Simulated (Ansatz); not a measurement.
The starting structures come from a database of crystals and need not be the phases stable at ambient conditions.

 Where the default PAW files enter, the runs use the earlier of Ansatz's two default sets.

The decay constant κ of evanescent states in the gap governs leakage through a thin film.

Data:

```yaml
crystal:
  lattice:
    - [4.14855, 0.00000, 0.00000]
    - [0.00000, 7.00734, 0.00000]
    - [2.07427, 0.00000, 3.59275]
  atoms:
    - { symbol: Ca, position: [0.00000, 0.00000, 0.00000] }
    - { symbol: Zn, position: [0.33333, 0.36953, 0.33333] }
    - { symbol: Zn, position: [0.66667, 0.63047, 0.66667] }
    - { symbol: As, position: [0.33333, 0.73951, 0.33333] }
    - { symbol: As, position: [0.66667, 0.26049, 0.66667] }
```

Space group of this cell: P-3m1. The cell is taken as given; by PBEsol its mean pressure is -1.6 GPa.

Transport runs along the normal of the first two printed cell vectors, the (100) plane of the conventional cell.

The gap is the functional's own. No spin-orbit coupling. Mid-gap values are interpolated on the energy grid.

Problem. Compute, with Ansatz (a quantum-chemistry and plane-wave program) with PBEsol, the band gap and the smallest decay constant κ at mid-gap.

Solution. Gap 0.39 eV on a 8×4×8 mesh; κ = 0.047 1/Å, at the zone centre.
